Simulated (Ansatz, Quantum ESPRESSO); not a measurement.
# Code comparison for KP2Ru2 (I4/mmm, 5 atoms in the cell)

Self-consistent single point.

```
K(PRu)2
1.0
   -2.01597     2.01597     6.26052
    2.01597    -2.01597     6.26052
    2.01597     2.01597    -6.26052
K P Ru
1 2 2
Direct
  0.00000   0.00000   0.00000
  0.33872   0.33872   0.00000
  0.66128   0.66128   0.00000
  0.75000   0.25000   0.50000
  0.25000   0.75000   0.50000
```

All programs got the same cell, k-point mesh and kind of occupations (in Ansatz's words: kpoints.mp_grid.grid = 7 7 7; scf.occupations.method = fermi_dirac; scf.occupations.width = 0.136 eV); potentials, basis and cutoffs are each program's usual ones.

```json
[
 {"code": "Ansatz", "model": "PBEsol, PAW files made with PBE", "pressure (GPa)": "-2.15", "largest force (eV/Å)": "0.038", "cutoff": "420 eV"},
 {"code": "Quantum ESPRESSO", "model": "PBEsol, GBRV 1.5 ultrasoft (PBESOL) pseudopotentials", "pressure (GPa)": "-2.58", "largest force (eV/Å)": "0.049", "cutoff": "40 Ry"}
]
```

The spread over the programs that give each value: pressure within 0.43 GPa; largest force within 0.011 eV/Å.

The starting cell comes from a database of computed structures (which also holds hypothetical and non-ambient phases and stackings), without a prior relaxation at this level. Its lattice was rescaled by a random factor within 2.5 % of one. On Ansatz's run: Spin polarisation is off; with an odd number of electrons in the cell that forces a metal, and a magnetic state may lie lower.

### Question
Why do the programs differ, and what cannot be compared?

### Answer
Differences of this kind can come from the potentials, where these differ, and from what each basis and cutoff leave unconverged. The zero of total energies and Fermi levels follows the potentials and each program's conventions, so they are not compared here. Ansatz's pressure is given at a fixed set of plane waves, as the other plane-wave codes print theirs; with its correction for the finite basis it is -2.08 GPa.

Ansatz is a quantum-chemistry and plane-wave program.

Keys are those of Ansatz 0.2.
